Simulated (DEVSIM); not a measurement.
Device: Ru/TiO2/p-InP capacitor, at 250 K.

| layer (left to right) | material | thickness (nm) | Na (cm⁻³) |
|---|---|---|---|
| 1 | TiO2 | 4.50 | - |
| 2 | InP | 870 | 5.1e17 |

Metal gate on the left, work function 4.7 eV. Fixed charge at the semiconductor interface 0 cm⁻² (in units of +e); interface traps 3.2e10 cm⁻² eV⁻¹, uniform in energy, neutral level at 0.3 of the gap above the valence band.

This is a model device: material constants are rounded textbook-type values typed into the input, and sizes, dopings and lifetimes were drawn at random. Values at 300 K; Nc and Nv go as T^1.5, mobilities as T to minus their exponent, the gap by Varshni's rule with the affinity fixed.

| parameter | TiO2 | InP |
|---|---|---|
| gap (eV) | 3.2 | 1.344 |
| affinity (eV) | 3.9 | 4.38 |
| permittivity | 60 | 12.5 |
| Nc (cm⁻³) | - | 5.7e17 |
| Nv (cm⁻³) | - | 1.1e19 |
| Varshni α (eV/K) | - | 0.000363 |
| Varshni β (K) | - | 162 |

DEVSIM, 1D Poisson equation in equilibrium, Boltzmann statistics, complete ionisation; no quantum confinement or tunnelling. Metal contacts follow the ideal Schottky-Mott rule: no Fermi-level pinning, no interface dipoles.

The temperature was swept, all else fixed.

```csv
temperature (K),flat-band voltage (V),minimum of the low-frequency capacitance (μF/cm²)
250,-0.98,0.203
300,-0.95,0.206
350,-0.91,0.211
400,-0.87,0.218
450,-0.83,0.226
500,-0.79,0.237
```

From the first row to the last the flat-band voltage goes from -0.98 to -0.79. From the first row to the last the minimum of the low-frequency capacitance goes from 0.203 to 0.237.
